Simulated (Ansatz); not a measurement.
Consider CsPbCl$_{3}$ in the cubic perovskite structure (space group Pm-3m, No. 221; a = 5.521 Å). Axes: x, y, z lie along the cube axes.

Calculations: LDA (Ansatz, a first-principles code; PAW; 420 eV plane waves; no spin-orbit coupling).

Before the change:

The hole mass is 0.14 mₑ (at R) and the band gap is 1.53 eV.

One thing is altered: biaxial strain −3.00 %, plane normal [001], relaxed out of plane (Cartesian); in-plane vectors clamped, the third vector and the atoms free.

Task: What does the calculation give for the hole mass after the change?

Result: The hole mass becomes 0.12 mₑ out of plane, 0.11 mₑ in plane (at R) (base: 0.14 mₑ (at R)).

Task: Predict the new ratio −ε⊥/ε∥.

Result: The ratio −ε⊥/ε∥ amounts to 0.27.

Task: What does the calculation give for the band gap after the change?

Result: The band gap drops by 0.52 eV to 1.01 eV.

Spin-orbit coupling, missing from the scalar runs, can matter with Pb. Masses are band curvatures over ±0.01 Å⁻¹ around the edge. Whether these cells are dynamically stable was not tested. Many cubic perovskites are stable only at high temperature; tilts and polar distortions were not tested. This is not the structure that CsPbCl3 has at room temperature and ambient pressure.
